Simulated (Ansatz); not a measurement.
The reference is SnSe in the GeS type structure (space group Pnma, No. 62; layered, stacked along the Cartesian x axis).

```
SnSe
1.0
   11.53436     0.00000     0.00000
    0.00000     4.12083     0.00000
    0.00000     0.00000     4.57837
Sn Se
4 4
Cartesian
  1.36068   1.03021   0.53346
  4.40650   3.09062   2.82264
 10.17368   3.09062   4.04491
  7.12786   1.03021   1.75573
  9.84483   1.03021   2.22222
  7.45672   3.09062   4.51141
  1.68954   3.09062   2.35615
  4.07764   1.03021   0.06696
```

Level of theory: DFT with r2SCAN+rVV10, PAW potentials and a 500 eV plane-wave cutoff in Ansatz (a first-principles code), scalar-relativistic without spin-orbit coupling, earlier PAW set.

For the base:

Pressure: 0.0 GPa

Perturbation: an isotropic linear strain of −5.03 %, atoms relaxed at fixed cell.

### Question
How does this affect the energy relative to the base?

### Answer
The energy goes up by 81 meV/atom.

### Question
Estimate the effect on the largest internal atomic displacement.

### Answer
The largest internal atomic displacement is 0.133 Å.

### Question
How does this affect the pressure?

### Answer
The pressure (mean of the normal stresses, compression positive) goes from zero to 7.8 GPa.

The mesh was chosen for an insulator and is coarse for the gapless case. Stability against distortions was not tested. The final runs are not spin-polarised.
